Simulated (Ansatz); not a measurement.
SrTiHO₂ (model structure, started from the SrVO2H type, P4/mmm, No. 123, 5 atoms in the cell) was calculated with r²SCAN (Ansatz, a program for electronic structure, PAW).

Numerical settings: plane-wave cutoff 560 eV, 14×14×16 k mesh (along the axes of the cell as run), Fermi–Dirac smearing 0.05 eV, spin-polarised with parallel moments, scalar-relativistic PAW data made under PBE.

Cell (relaxed at this level):

```yaml
crystal:
  lattice:
    - [3.97568, 0.00000, 0.00000]
    - [0.00000, 3.97568, 0.00000]
    - [0.00000, 0.00000, 3.73787]
  atoms:
    - { symbol: Sr, position: [0.50000, 0.50000, 0.50000] }
    - { symbol: Ti, position: [0.00000, 0.00000, 0.00000], spin: 1.0 }
    - { symbol: O, position: [0.50000, 0.00000, 0.00000] }
    - { symbol: O, position: [0.00000, 0.50000, 0.00000] }
    - { symbol: H, position: [0.00000, 0.00000, 0.50000] }
```

Q: Give the computed bulk modulus B0.

A: 
bulk modulus B0: 125 GPa

Note: the magnetic order was assumed, not searched for or taken from measurement; the bulk modulus is −V dP/dV from two relaxed cells at ±2 % in volume; the relaxation could raise the start's symmetry but not lower it, so the cell can be a saddle point; functionals without U or exact exchange can leave correlated insulators metallic, so the missing gap need not be real.

Spins in the cell block are starting values.

The computed numbers hold no vibrational or temperature effects.

The result took very roughly 9 core-minutes.

A model structure was made by putting elements into a prototype or built by hand; it is no filed structure, need not be a known phase, and can be a saddle point held by its symmetry.
